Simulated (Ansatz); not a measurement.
Structures of equal composition on the (111)A surface of zinc-blende BP (B plane on top): 2x2 B adatom at H3; 2x2 B adatom at T1; 2x2 B adatom at T4. The slabs share one bottom face, and each structure is named by its start. These are constructed structures in small cells; real faces may alloy, dewet or reconstruct in larger ones, and not all known structures of the face are among them. Slabs of about 14 Å with all that they carry, Fermi-Dirac smearing of 0.025 eV. Bottom of the slabs: H caps. Relaxed from the named starts with such symmetry as they have, on meshes of like density; energies extrapolated to zero smearing; no spin-orbit coupling, no U. Spin-polarised runs, if any, are marked in brackets, and their order is one that fits the cell; the others ran without spin. Where a second, spin-polarised start was run, the lower counts.

Host crystal: zinc-blende BP, with a band gap (PBE, scalar-relativistic without spin-orbit coupling).

Level of theory: PBE (plane waves to 420 eV, PAW; Ansatz, a quantum-chemistry and plane-wave program).

Question: Rank these by energy per 1x1 cell (lowest first), as PBE gives it.

Answer: 2x2 B adatom at T4 (0.000 eV (3 B–B bonds formed), gap 0.95 eV on the mesh), 2x2 B adatom at H3 (0.153 eV, a narrow gap of 0.17 eV by band count), 2x2 B adatom at T1 (0.717 eV, no gap over 0.04 eV on the mesh)
